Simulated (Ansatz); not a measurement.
N on the O site (N_O) in wurtzite ZnO: one set of geometries, relaxed with PBE, evaluated in Ansatz (PAW, plane waves to 420 eV, 500 eV under r2SCAN) with PBE, r2SCAN.

Set-up: 192-site cell; 2×2×2 shifted k-points; start: the O site; charged states image-corrected; not converged in cell size; flagged in the runs: a host whose relaxation on this sampling wasn't shown to rest.

```tsv
quantity	PBE	r2SCAN
host gap (eV)	0.74	1.17
ε(0/−1) above the VBM (eV)	0.42	0.62
neutral formation energy against N2 molecule in a box, O2 molecule in a box (eV)	4.60	4.77
largest moment on one atom at charge 0 (μB)	0.32	0.41
```

PBE narrows the gap by 0.43 eV against r2SCAN, the highest level run, and puts the level shown 0.20 eV lower above the valence-band maximum (from the rounded values).

Ansatz is a first-principles code.
